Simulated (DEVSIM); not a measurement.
System: Au/SiO2/p-Si capacitor, at 300 K.

```
layer (left to right)  material  thickness (nm)  Na (cm⁻³)
---------------------  --------  --------------  ---------
1                          SiO2            7.70          -
2                            Si             920     3.9e17
```

Metal gate on the left, work function 5.1 eV. Fixed charge at the semiconductor interface -8.9e10 cm⁻² (in units of +e); no interface traps.

Constants are typed, rounded textbook-type inputs, not results; the design itself was drawn at random and stands for no fabricated device. Values at 300 K.

```tsv
parameter	SiO2	Si
gap (eV)	9	1.124
affinity (eV)	0.9	4.05
permittivity	3.9	11.7
Nc (cm⁻³)	-	2.86e19
Nv (cm⁻³)	-	3.1e19
```

DEVSIM, 1D Poisson equation in equilibrium, Boltzmann statistics, complete ionisation; no quantum confinement or tunnelling. Metal contacts follow the ideal Schottky-Mott rule: no Fermi-level pinning, no interface dipoles.

Q: Tabulate band edges, carrier densities and field at 1.2 V on the gate.

A: Energies count from the Fermi level of the right contact; mesh points crowd at the junctions.

| x (μm) | Ec (eV) | Ev (eV) | n (cm⁻³) | p (cm⁻³) | field (V/cm) |
|---|---|---|---|---|---|
| 0.000 | 3.000 | -6.000 | < 1e2 | < 1e2 | 800000 |
| 0.001009 | 3.080 | -5.920 | < 1e2 | < 1e2 | 800000 |
| 0.002622 | 3.208 | -5.792 | < 1e2 | < 1e2 | 800000 |
| 0.004797 | 3.381 | -5.619 | < 1e2 | < 1e2 | 800000 |
| 0.006950 | 3.553 | -5.447 | < 1e2 | < 1e2 | 800000 |
| 0.007868 | 0.466 | -0.658 | 4.3e11 | 2.7e8 | 250000 |
| 0.009155 | 0.498 | -0.626 | 1.2e11 | 9.3e8 | 240000 |
| 0.01285 | 0.583 | -0.541 | 4.6e9 | 2.5e10 | 220000 |
| 0.01894 | 0.706 | -0.418 | 3.9e7 | 3.0e12 | 180000 |
| 0.03093 | 0.883 | -0.241 | 42000 | 2.7e15 | 110000 |
| 0.05291 | 1.002 | -0.122 | 430 | 2.7e17 | 14000 |
| 0.1221 | 1.011 | -0.113 | 300 | 3.9e17 | ≈ 0 |
| 0.2338 | 1.011 | -0.113 | 300 | 3.9e17 | ≈ 0 |
| 0.4535 | 1.011 | -0.113 | 300 | 3.9e17 | ≈ 0 |
| 0.7308 | 1.011 | -0.113 | 300 | 3.9e17 | ≈ 0 |
| 0.8282 | 1.011 | -0.113 | 300 | 3.9e17 | ≈ 0 |
| 0.8777 | 1.011 | -0.113 | 300 | 3.9e17 | ≈ 0 |
| 0.9019 | 1.011 | -0.113 | 300 | 3.9e17 | ≈ 0 |
| 0.9181 | 1.011 | -0.113 | 300 | 3.9e17 | ≈ 0 |
| 0.9234 | 1.011 | -0.113 | 300 | 3.9e17 | ≈ 0 |
| 0.9261 | 1.011 | -0.113 | 300 | 3.9e17 | ≈ 0 |
| 0.9277 | 1.011 | -0.113 | 300 | 3.9e17 | ≈ 0 |
